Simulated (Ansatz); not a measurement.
# What pressure 3 GPa does to BAs

The parent structure is BAs in the zinc blende structure (space group F-43m, No. 216; a = 4.784 Å).

Modification: cell and atoms relaxed at a pressure of 3 GPa.

Method: r2SCAN/PAW in Ansatz (a first-principles code), scalar-relativistic without spin-orbit coupling. Γ-centred 12×12×12 mesh, Fermi–Dirac width 0.05 eV.

```tsv
quantity	base	changed	shift
volume per atom	13.69 Å³	13.41 Å³	-0.28 Å³
density	5.20 g/cm³	5.31 g/cm³	+0.11 g/cm³
lattice parameter a	4.784 Å	4.751 Å	-0.0325 Å
shortest interatomic distance	2.071 Å	2.057 Å	-0.014 Å
band gap	1.38 eV	1.36 eV	-0.02 eV
smallest direct gap	3.44 eV	3.46 eV	+0.02 eV
width of the top valence band	5.41 eV	5.53 eV	+0.125 eV
electron mass	1.1 mₑ along k, 0.21 mₑ across (off the special points)	1.0 mₑ along k, 0.21 mₑ across (off the special points)	–
hole mass (degenerate bands, along [100])	0.21, 0.22, 0.22 mₑ (at Γ)	0.22 mₑ (at Γ)	–
```

Load acts through the strain it causes; cell and atoms are relaxed under it. Masses are band curvatures over ±0.01 Å⁻¹ around the edge. Along k means along the line from Γ to the band edge. Stability against distortions was not tested.
